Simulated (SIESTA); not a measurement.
Worked example: relaxation of the atoms of Mg₆ZrCu (P1, 8 atoms in the cell) in SIESTA.

Method of the run: GGA PBEsol, numerical atomic orbitals TZP, PseudoDojo PBEsol standard norm-conserving potentials (rewritten from UPF to PSML) in SIESTA 5.4.2.

The change in words: atoms moved at random; MD.TypeOfRun: default → Broyden; MD.Steps: default → 40; MD.MaxForceTol: default → 0.005 eV/Ang. Reference geometry:
```yaml
crystal:
  lattice:
    - [4.93340, 0.00000, 0.00000]
    - [0.00000, 3.06223, 5.63022]
    - [0.00000, -3.06223, 5.63022]
  atoms:
    - { symbol: Mg, position: [0.00000, 0.32935, 0.82065] }
    - { symbol: Mg, position: [0.00000, 0.82065, 0.32935] }
    - { symbol: Mg, position: [0.00000, 0.33322, 0.33322] }
    - { symbol: Mg, position: [0.50000, 0.16512, 0.67632] }
    - { symbol: Mg, position: [0.50000, 0.67632, 0.16512] }
    - { symbol: Mg, position: [0.50000, 0.17625, 0.17625] }
    - { symbol: Zr, position: [0.00000, 0.81365, 0.81365] }
    - { symbol: Cu, position: [0.50000, 0.68544, 0.68544] }
```

Reference input (self-consistent single point, DFT, GGA PBEsol, numerical atomic orbitals TZP, PseudoDojo PBEsol standard norm-conserving potentials (rewritten from UPF to PSML)): XC.functional = GGA; XC.authors = PBEsol; potentials = PseudoDojo PBEsol standard; PAO.BasisSize = TZP; PAO.EnergyShift = 0.01 Ry; MeshCutoff = 400 Ry; kgrid.MonkhorstPack = 5 4 4; OccupationFunction = FD; ElectronicTemperature = 50 meV; MaxSCFIterations = 150; SCF.Mixer.Method = Pulay; SCF.Mixer.Weight = 0.2. This run's input differs from it in these lines:

```diff
@@ -19,10 +19,10 @@
 %block AtomicCoordinatesAndAtomicSpecies
-     0.000000000   -1.504475564    6.474749550  1
-     0.000000000    1.504475564    6.474749550  1
-     0.000000000    0.000000000    3.752201817  1
-     2.466699500   -1.565414021    4.737489792  1
-     2.466699500    1.565414021    4.737489792  1
-     2.466699500   -0.000000000    1.984651492  1
-     0.000000000   -0.000000000    9.162052124  2
-     2.466699500    0.000000000    7.718351881  3
+     0.008692649   -1.524426019    6.450151132  1
+    -0.015989146    1.486800350    6.472249734  1
+     0.001460286   -0.043287740    3.771963879  1
+     2.487853915   -1.577209746    4.734471996  1
+     2.471134626    1.560082671    4.731662518  1
+     2.477370442    0.035840387    1.978593379  1
+    -0.000300937    0.038042133    9.173520876  2
+     2.436576166    0.024151840    7.729122486  3
 %endblock AtomicCoordinatesAndAtomicSpecies
@@ -48,2 +48,5 @@
 Diag.ParallelOverK           true
+MD.TypeOfRun                 Broyden
+MD.Steps                     40
+MD.MaxForceTol               0.005 eV/Ang
 WriteForces                  true
```

Output (repeated stretches shortened):

```
        iscf     Eharris(eV)        E_KS(eV)     FreeEng(eV)     dDmax    Ef(eV) dHmax(eV)
   scf:    1   -14018.103921   -15492.103774   -15492.125724  2.577641 -1.122271190.962991
   scf:    2   -15558.127478   -16106.491089   -16106.518096  2.497138 -2.941775 78.330230
   scf:    3   -16215.541856   -16166.206484   -16166.238742  1.485731 -3.087190 51.826709
   scf:    4   -16217.587429   -16195.876309   -16195.912156  1.068232 -3.345929 27.101663
   scf:    5   -16197.208163   -16196.603526   -16196.640700  0.042198 -3.289896 25.531831
   [... 13 lines left out ...]
   scf:   19   -16206.535016   -16206.535014   -16206.565862  0.000037 -3.342366  0.000612
   scf:   20   -16206.535014   -16206.535014   -16206.565862  0.000016 -3.342368  0.000245
   scf:   21   -16206.535015   -16206.535014   -16206.565862  0.000013 -3.342370  0.000056
   scf:   22   -16206.535014   -16206.535014   -16206.565862  0.000002 -3.342371  0.000016
SCF Convergence by DM+H criterion
max |DM_out - DM_in|         :     0.0000018429
max |H_out - H_in|      (eV) :     0.0000160257
SCF cycle converged after 22 iterations

Using DM_out to compute the final energy and forces

siesta: E_KS(eV) =           -16206.5350

siesta: E_KS - E_eggbox =    -16206.5350

siesta: Atomic forces (eV/Ang):
     1    0.012715    0.073191    0.277830
     2    0.093889    0.063589    0.134215
     3    0.059993    0.374820   -0.177952
     4   -0.118731    0.131035    0.112974
     5   -0.070685   -0.032735    0.132467
     6   -0.071443   -0.095707   -0.001304
     7   -0.000290   -0.480919   -0.342216
     8    0.073927   -0.022816   -0.137378
   Tot   -0.020626    0.010459   -0.001364
   Max    0.480919
   Res    0.176127    sqrt( Sum f_i^2 / 3N )
   Max    0.480919    constrained

   [... lines left out ...]
outcell: Cell volume (Ang**3)        :    170.1139
        iscf     Eharris(eV)        E_KS(eV)     FreeEng(eV)     dDmax    Ef(eV) dHmax(eV)
siesta: FreeEng =    -16206.618634
siesta: Cell volume =        170.113878 Ang**3
siesta:         -18.86316884        -18.88111972  kBar
   [... lines left out ...]

              0.110

mulliken: Qtot =       91.000

Mulliken Atomic Populations:
Atom #   charge [q] valence [e]  Species
     1    -0.086968   10.086968  Mg
     2    -0.086875   10.086875  Mg
     3    -0.279991   10.279991  Mg
     4    -0.020021   10.020021  Mg
     5    -0.020059   10.020059  Mg
     6    -0.082025   10.082025  Mg
     7     0.402079   11.597921  Zr
     8     0.173859   18.826141  Cu
 Total     0.000000
```

The run converged. 

Summary of the result:
| Item | Result |
|---|---|
| Free energy E − TS | -16206.6186 eV |
| Fermi level (on the code's own zero) | -3.34 eV |
| Pressure | -1.89 GPa |
| Largest force (vector length) | 0.005 eV/Å |
| Relaxation steps | 16 |

The starting cell comes from a database of computed structures (which also holds hypothetical and non-ambient phases and stackings), without a prior relaxation at this level. Its lattice was rescaled by a random factor within 2.5 % of one. For this run, on top of that: atoms moved at random. Spin polarisation is off. Values carry the incompleteness of an atom-centred basis.

Cost on one core of a shared machine: roughly 7 min.
